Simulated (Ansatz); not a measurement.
**Al: pressure series**

Start from Al in the fcc (Cu type) structure (space group Fm-3m, No. 225; a = 4.040 Å).

Cell and atoms are relaxed at each pressure.

Level of theory: PBE (Ansatz, a quantum-chemistry and plane-wave program), scalar-relativistic without spin-orbit coupling, earlier PAW set.

Notes on the quantities. enthalpy: H = E + PV relative to the base's energy.

| variant | shortest interatomic distance | enthalpy |
|---|---|---|
| base | 5.398 bohr | – |
| pressure −2 GPa | 5.449 bohr | -0.21 eV/atom |
| pressure −1 GPa | 5.423 bohr | -0.10 eV/atom |
| pressure 1.8 GPa | 5.358 bohr | +0.18 eV/atom |
| pressure 4.2 GPa | 5.311 bohr | +0.42 eV/atom |
| pressure 9 GPa | ? | +0.88 eV/atom |
| pressure 18 GPa | 5.116 bohr | +1.69 eV/atom |
| pressure 30 GPa | 4.999 bohr | +2.71 eV/atom |
| pressure 45 GPa | ? | +3.89 eV/atom |
| pressure 60 GPa | 4.798 bohr | +5.00 eV/atom |

Problem. Fill in the withheld entries from the trend.

Solution. 
- pressure 9 GPa, shortest interatomic distance: 5.231 bohr
- pressure 45 GPa, shortest interatomic distance: 4.887 bohr

Load acts through the strain it causes; cell and atoms are relaxed under it. Whether these cells are dynamically stable was not tested. No other phases were tried under pressure.
